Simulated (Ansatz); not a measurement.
**Pd under a change: biaxial strain +2.50 %, plane normal [111], relaxed out of plane**

Take Pd in the fcc (Cu type) structure (space group Fm-3m, No. 225; a = 3.878 Å; relaxed with 0.1 eV smearing) as the base. Axes: x, y, z lie along the cube axes.

The change: biaxial strain +2.50 %, plane normal [111], relaxed out of plane (Cartesian); in-plane vectors clamped, the third vector and the atoms free.

Method: Ansatz (an electronic-structure program) PBEsol, no spin-orbit coupling. k-mesh 29×29×29 (Γ-centred); smearing 0.1 eV (Fermi–Dirac).

```csv
quantity,base,changed,shift
volume per atom,14.58 Å³,14.98 Å³,+0.40 Å³
shortest interatomic distance,2.742 Å,2.725 Å,-0.017 Å
energy relative to the base (free energy F),0 meV/atom,+17 meV/atom,+17 meV/atom
"pressure (mean of the normal stresses, compression positive)",0.0 GPa,-4.7 GPa,-4.7 GPa
band gap,zero,zero,–
out-of-plane strain,–,-2.21 %,–
ratio −ε⊥/ε∥,–,0.88,–
mean in-plane stress (compression positive),–,-7.0 GPa,–
```

Final structure (turned so that z lies along the plane normal):

```yaml
crystal:
  lattice:
    - [2.81050, 0.00000, 0.00000]
    - [1.40525, 2.43396, 0.00000]
    - [1.40525, -0.81132, 2.18939]
  atoms:
    - { symbol: Pd, position: [0.00000, 0.00000, 0.00000] }
```

Whether these cells are dynamically stable was not tested. All final runs are without spin polarisation. Pd lies near a magnetic instability that expansion can trigger; it was not tested.
